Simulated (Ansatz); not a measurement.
Base system: Pt in the simple cubic structure (space group Pm-3m, No. 221; a = 2.6241 Å; a hypothetical phase, not in the database extracts checked).

(Cell as relaxed with PBE.)

Levels (all Ansatz, a program for electronic structure, PAW): PBE (420 eV, spin-orbit coupling left out); PBEsol (420 eV, no spin-orbit coupling).

Each level relaxes its own structure.

| base | PBE | PBEsol |
|---|---|---|
| volume per atom | 18.07 Å³ | 17.32 Å³ |
| lattice parameter a | 262.4 pm | 258.7 pm |
| band gap | zero | zero |

Now apply this change: a hydrostatic pressure of 5 GPa.

```tsv
quantity	PBE	PBEsol
volume per atom	17.62 Å³	___
band gap	zero	___
```

Given the PBE results, estimate those of PBEsol.


- volume per atom, PBEsol: 16.94 Å³
- band gap, PBEsol: zero

PBE's volume per atom lies 0.68 Å³ above PBEsol's (4.0 %); the two agree on the band gap. Neither level is exact; PBEsol is the comparison here, not a measurement.

Load acts through the strain it causes; cell and atoms are relaxed under it. Stability against distortions was not tested. No other phases were tried under pressure. The final runs are not spin-polarised.
